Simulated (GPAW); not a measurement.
**Worked example: self-consistent single point of LiMg (Amm2, 6 atoms in the cell) in GPAW**

Method: LDA (Perdew-Wang 92), GPAW PAW datasets LDA (gpaw-data 1.0.1) (plane waves; GPAW 25.7.0).

This input was run:

```python
from ase import Atoms
from ase.units import GPa
from gpaw import GPAW, PW

atoms = Atoms(['Li', 'Li', 'Li', 'Mg', 'Mg', 'Mg'],
              cell=[[4.899580, 0.000000, 0.000000],
                    [0.000000, 1.700425, 7.346070],
                    [0.000000, -1.700425, 7.346070]],
              scaled_positions=[[0.000000, 0.305940, 0.305940],
                                [0.500000, 0.474860, 0.474860],
                                [0.500000, 0.135440, 0.135440],
                                [0.000000, 0.968000, 0.968000],
                                [0.000000, 0.643820, 0.643820],
                                [0.500000, 0.805260, 0.805260]],
              pbc=True)

calc = GPAW(mode=PW(800),
            xc='LDA',
            kpts=(5, 7, 7),
            occupations={'name': 'methfessel-paxton', 'width': 0.2, 'order': 0},
            nbands=-12,
            convergence={'density': 1e-05, 'energy': 1e-05},
            symmetry={'symmorphic': False, 'tolerance': 0.0005},
            maxiter=120,
            txt='-')

atoms.calc = calc

energy = atoms.get_potential_energy()
print('Energy (eV):', round(energy, 6))
forces = atoms.get_forces()
print('Forces (eV/Ang):')
print(forces.round(5))
stress = atoms.get_stress()
print('Stress (GPa, Voigt):', (stress / GPa).round(4))
```

Output (repeated stretches shortened):

```
Input parameters:
  convergence: {density: 1e-05,
                energy: 1e-05}
  kpts: [5 7 7]
  maxiter: 120
  mode: {ecut: 800.0,
         name: pw}
  nbands: -12
  occupations: {name: methfessel-paxton,
                order: 0,
                width: 0.2}
  symmetry: {symmorphic: False,
             tolerance: 0.0005}

species:
  Li:
    name: Lithium
    Z: 3.0
    valence: 1
    core: 2
    charge: 0.0
    file: Li.LDA.gz

    # Using partial waves for Li as LCAO basis

  Mg:
    name: Magnesium
    Z: 12.0
    valence: 10
    core: 2
    charge: 0.0
    file: Mg.LDA.gz

    # Using partial waves for Mg as LCAO basis

Reference energy: -16880.516437  # eV

Spin-paired calculation

Convergence criteria:
 Maximum [total energy] change in last 3 cyles: 1e-05 eV / valence electron
 Maximum integral of absolute [dens]ity change: 1e-05 electrons / valence electron
 Maximum integral of absolute [eigenst]ate change: 4e-08 eV^2 / valence electron
 Maximum number of scf [iter]ations: 120

Symmetries present (total): 4
Symmetries with fractional translations: 0
245 k-points: 5 x 7 x 7 Monkhorst-Pack grid
48 k-points in the irreducible part of the Brillouin zone
       k-points in crystal coordinates                weights
   0:     0.00000000    0.00000000    0.00000000          1/245
   1:     0.00000000    0.14285714   -0.14285714          2/245
   2:     0.00000000    0.14285714    0.00000000          4/245
   [... 7 lines left out ...]
          ...
  47:     0.40000000    0.42857143    0.42857143          4/245

Wave functions: Plane wave expansion
  Cutoff energy: 800.000 eV
  Number of coefficients (min, max): 6256, 6330
  Pulay-stress correction: 0.000000 eV/Ang^3 (de/decut=0.000000)

Occupation numbers: Methfessel-Paxton:
  width: 0.2000  # eV
  order: 0

Eigensolver

Densities:
  Coarse grid: 32*50*50 grid
  Fine grid: 64*100*100 grid
  Total Charge: 0.000000

Density mixing:
  Method: separate
  Backend: pulay
  Linear mixing parameter: 0.05
  old densities: 5
  Damping of long wavelength oscillations: 50

Hamiltonian:
  XC and Coulomb potentials evaluated on a 64*100*100 grid
  External potential:
    NoExternalPotential

Number of atoms: 6
Number of atomic orbitals: 36
Number of bands in calculation: 28
Number of valence electrons: 33
Bands to converge: occupied

Density initialized from atomic densities
  28 bands from LCAO basis set

Atomic positions and initial magnetic moments

Positions:
   0 Li     0.000000    0.000000    4.494913    ( 0.0000,  0.0000,  0.0000)
   1 Li     2.449790   -0.000000    6.976710    ( 0.0000,  0.0000,  0.0000)
   2 Li     2.449790    0.000000    1.989903    ( 0.0000,  0.0000,  0.0000)
   3 Mg     0.000000    0.000000   14.221992    ( 0.0000,  0.0000,  0.0000)
   4 Mg     0.000000   -0.000000    9.459094    ( 0.0000,  0.0000,  0.0000)
   5 Mg     2.449790    0.000000   11.830993    ( 0.0000,  0.0000,  0.0000)

Unit cell:
           periodic     x           y           z      points  spacing
  1. axis:    yes    4.899580    0.000000    0.000000    32     0.1531
  2. axis:    yes    0.000000    1.700425    7.346070    50     0.0663
  3. axis:    yes    0.000000   -1.700425    7.346070    50     0.0663

  Lengths:   4.899580   7.540304   7.540304
  Angles:   26.065911  90.000000  90.000000

Effective grid spacing dv^(1/3) = 0.1152

     iter     time        total  log10-change:
                         energy   eigst   dens
iter:   1 --:--:--   -12.519977
iter:   2 --:--:--   -12.510945   -0.58  -1.31
iter:   3 --:--:--   -12.220612   -1.05  -1.35
iter:   4 --:--:--   -12.222821   -1.75  -1.75
iter:   5 --:--:--   -12.211687   -2.63  -1.85
iter:   6 --:--:--   -12.211092   -3.47  -2.29
iter:   7 --:--:--   -12.208716   -4.10  -2.40
iter:   8 --:--:--   -12.208231   -4.68  -2.72
iter:   9 --:--:--   -12.208057   -5.29  -3.02
iter:  10 --:--:--   -12.208054c  -6.53  -3.33
iter:  11 --:--:--   -12.208046c  -5.93  -3.36
iter:  12 --:--:--   -12.208043c  -6.73  -3.79
iter:  13 --:--:--   -12.208046c  -7.37  -3.82
iter:  14 --:--:--   -12.208048c  -7.43c -3.90
iter:  15 --:--:--   -12.208043c  -7.81c -4.05
iter:  16 --:--:--   -12.208042c  -8.30c -4.22
iter:  17 --:--:--   -12.208041c  -9.32c -4.39
iter:  18 --:--:--   -12.208041c  -8.07c -4.43
iter:  19 --:--:--   -12.208041c  -9.13c -4.91
iter:  20 --:--:--   -12.208041c  -9.44c -4.97
iter:  21 --:--:--   -12.208041c -10.54c -5.21c

Converged after 21 iterations.

Dipole moment: (0.000000, 0.000000, 9.623687) |e|*Ang

Energy contributions relative to reference atoms: (reference = -16880.516437)

Kinetic:         -0.154506
Potential:       +4.547070
External:        +0.000000
XC:             -16.307294
Entropy (-ST):   -0.046763
Local:           -0.269930
SIC:             +0.000000
--------------------------
Free energy:    -12.231422
Extrapolated:   -12.208041

Showing only first 2 kpts
 Kpt  Band  Eigenvalues  Occupancy
  0    14     -1.12542    2.00000
  0    15      1.36919    2.00000
  0    16      3.32001    0.00000
  0    17      3.97175    0.00000

  1    14     -0.17070    2.00000
  1    15      2.36963    0.01913
  1    16      2.84807    0.00000
  1    17      2.88440    0.00000

Fermi level: 2.03827

No gap
No difference between direct/indirect transitions
Energy (eV): -12.208041

Forces in eV/Ang:
  0 Li    0.00000    0.00000   -0.00199
  1 Li    0.00000    0.00000   -0.01840
  2 Li    0.00000    0.00000    0.02301
  3 Mg    0.00000    0.00000    0.04495
  4 Mg    0.00000    0.00000   -0.04928
  5 Mg    0.00000    0.00000    0.00171

Stress tensor:
     0.009209     0.000000     0.000000
     0.000000     0.011857     0.000000
     0.000000     0.000000     0.008935
Stress (GPa, Voigt): [1.4754 1.8998 1.4315 0.     0.     0.    ]
```

The run converged in 21 iterations. GPAW prints stress with tension positive.

The starting cell comes from a database of computed structures (which also holds hypothetical and non-ambient phases and stackings), without a prior relaxation at this level.

Cost on one core of a shared machine: roughly 3 min.
